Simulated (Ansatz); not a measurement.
CsCl-type AgZn, treated with LDA (plane waves, PAW; Ansatz, a program for electronic structure).

Settings: plane-wave cutoff 500 eV, 18×18×18 k mesh, Fermi–Dirac smearing 0.1 eV, no spin polarisation, scalar-relativistic PAW data made under PBE.

Computed at the level's own relaxed cell.

**Question.** Estimate the volume per atom and lattice constant a that the calculation returns.

**Answer.** 
- volume per atom = 14.57 Å³/atom
- lattice constant a = 3.077 Å

The run finds no gap.

Note: the volume lies 7 % below that of the published cell.

Computed values are for the static lattice.

Cost on a shared machine: around 24 core-seconds (rough).
